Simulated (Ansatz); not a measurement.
**SiC under a change: O on a C site, symmetric start**

The reference is an 8-atom supercell of SiC in the zinc blende structure (space group F-43m, No. 216; a = 4.356 Å) at its relaxed geometry.

Perturbation: one C atom is replaced by O, atoms relaxed at fixed cell.

Method: r2SCAN (Ansatz, an electronic-structure program, PAW, no SOC). k-mesh 6×6×6 (Γ-centred); smearing 0.01 eV (Fermi–Dirac).

| quantity | base | changed | shift |
|---|---|---|---|
| pressure | 0.0 GPa | 5.9 GPa | +5.9 GPa |
| energy gained by relaxation | – | 0.74 eV | – |
| largest displacement of a host atom from its site in the perfect cell | – | 0.22 Å | – |
| mean distance from the defect site to its nearest host atoms | 1.89 Å | 2.11 Å | +0.22 Å |

Final structure:

```xyz
8
Lattice="-4.3563 0.0000 0.0000 0.0000 0.0000 4.3563 0.0000 4.3563 0.0000" Properties=species:S:1:pos:R:3 pbc="T T T"
O     -1.0891     3.2673     3.2673
C     -3.2673     1.0891     3.2673
C     -3.2673     3.2673     1.0891
C     -1.0891     1.0891     1.0891
Si     0.1298     0.1298     0.1298
Si    -2.3080     2.0483     0.1298
Si    -2.3080     0.1298     2.0483
Si     0.1298     2.0483     2.0483
```

The magnetic state is the one reached from the starting moments; the real material's order can differ, and small cells can't hold many antiferromagnetic ones. In so small a cell the defect repeats every few ångströms: this is an ordered compound, not a dilute defect. A case with no gap was solved on a k-mesh chosen for an insulator, which is coarse for it. The defect started on the symmetric site and kept its symmetry, so it may sit on a saddle. Starting moments died away, wholly or in part, for O on a C site; another magnetic solution may exist. The defect cell is spin-polarised and ends with 0.0 μB.
